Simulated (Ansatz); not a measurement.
Ca₃P₂ (model structure, started from the A-La2O3 type, P-3m1, No. 164, 5 atoms in the cell), treated with HSE06 in Ansatz (plane waves, PAW).

Output (set-up and result lines):

```
WARN output.stress: scf.exx.energy_threshold = 1e-6 eV is looser than the 5e-8 eV advised for a stress under a hybrid functional (1e-8 eV for each atom of the …
Crystal: 5 atoms, lattice volume = 126.079 Å³
Basis set: ecut = 460 eV, 2837 PW (Γ), exchange–correlation on 72×72×96 points (8 copies of the dense FFT grid, shifted against one another)
Bands: 25, of which v1, the nominal top of the filled ones, is band 20 counted from 1 (19 counted from 0)
Symmetry: 12 space group operations
Space group: P-3m1 (ITA 164), of the structure as read, at distance tolerance 5.0e-5 Å
k-points: 24 of 144
SCF iter   1: F=—  HF=-6967.587134 eV  |F-HF|=—  |Δ(HF+E_count)|=         —  Δρ=1.33e-3  dr2=8.21e-3
SCF iter   2: F=—  HF=-6967.589575 eV  |F-HF|=—  |Δ(HF+E_count)|=   2.44e-3  Δρ=9.05e-4  dr2=5.30e-3
  ...
Crystal: 5 atoms, lattice volume = 126.079 Å³
Initial density: handed on by an earlier stage of this run
Crystal: 5 atoms, lattice volume = 126.079 Å³
SCF iter   5: F=—  HF=-6971.202584 eV  |F-HF|=—  |Δ(HF+E_count)|=   3.83e-9  Δρ=2.42e-7  dr2=5.23e-10
SCF iter   6: F=-6971.202584 eV  HF=-6971.202584 eV  |F-HF|=3.82e-11  |Δ(HF+E_count)|=   5.43e-9  Δρ=2.54e-7  dr2=1.23e-10
SCF 3 converged in 6 iterations: F = -6971.202584 eV  dr2 = 1.23e-10
Free energy (F): -6971.202585 eV
Internal energy: -6971.202585 eV  (E = F + TS)
E sigma→0 (E₀):  -6971.202585 eV
Fermi energy:    7.260475 eV
--- Forces (eV/Å), atoms counted from 1 ---
  atom   1  P      0.00000000    -0.00000000     0.05033292
  atom   2  P     -0.00000000     0.00000000    -0.05033292
  atom   3  Ca    -0.00000000     0.00000000     0.00000000
  atom   4  Ca    -0.00000000     0.00000000    -0.01117782
  atom   5  Ca     0.00000000    -0.00000000     0.01117782
--- Stress (GPa, compression-positive) ---
        1.700598       0.000000       0.000000
        0.000000       1.700598      -0.000000
        0.000000      -0.000000       1.820359
  P = ⅓ Tr σ = 1.7405 GPa (17.405 kbar)
```

Write an input file that could have produced this run (the log leaves some choices open).

Several could match; the one computed here: 
Ansatz 0.2 input:
```yaml
crystal:
  lattice:
    - [4.7036910346, 0.0, 0.0]
    - [-2.3518455173, 4.0735159275, 0.0]
    - [0.0, 0.0, 6.5801518638]
  atoms:
    - { symbol: P, position: [0.3333333333, 0.6666666667, 0.2224944357] }
    - { symbol: P, position: [0.6666666667, 0.3333333333, 0.7775055643] }
    - { symbol: Ca, position: [0.0, 0.0, 0.0] }
    - { symbol: Ca, position: [0.3333333333, 0.6666666667, 0.6712342785] }
    - { symbol: Ca, position: [0.6666666667, 0.3333333333, 0.3287657215] }
basis:
  ecutwfc: 460
  ecutrho_ratio: 4
  xc_grid: 2
kpoints:
  mp_grid: { grid: [6, 6, 4] }
hamiltonian:
  xc: hse06
  dispersion: none
  pseudopotentials: { kind: paw }
scf:
  occupations: { method: fermi_dirac, width: 0.01 }
  convergence: { dr2_threshold: 0.0000000005 }
output:
  forces: true
  stress: true
  eigenvalues: true
```

The PAW data were made under PBE.

Note: the relaxation could raise the start's symmetry but not lower it, so the cell can be a saddle point. Note: cell and atoms aren't relaxed at this level (largest force component 0.05 eV/Å, pressure 1.7 GPa).

A model structure was made by putting elements into a prototype or built by hand; it is no filed structure, need not be a known phase, and can be a saddle point held by its symmetry.

Ansatz is an electronic-structure program.
